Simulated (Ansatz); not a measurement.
Data:

```yaml
crystal:
  lattice:
    - [0.00000, 2.26010, 2.20359]
    - [2.26010, 0.00000, 2.20359]
    - [2.26010, 2.26010, 0.00000]
  atoms:
    - { symbol: B, position: [0.00000, 0.00000, 0.00000] }
    - { symbol: P, position: [0.25000, 0.25000, 0.25000] }
```

No spin polarisation.

Computed with Kohn–Sham DFT with the PBEsol functional, run in Ansatz (a quantum-chemistry and plane-wave program) with PAW and 420 eV plane waves, no SOC. Settings: 13×13×13 k-points, 0.05 eV Fermi–Dirac smearing.

Q: Predict the band gap and pressure.

A: The band gap comes out as 0.70 eV. The pressure (mean of the normal stresses, compression positive) is 4.48 GPa.

The cells carry an imposed strain or load. Whether these cells are dynamically stable was not tested. The cell was made from BP in the zinc blende structure (space group F-43m, No. 216) by this change: uniaxial strain ε_zz = −2.50 %.
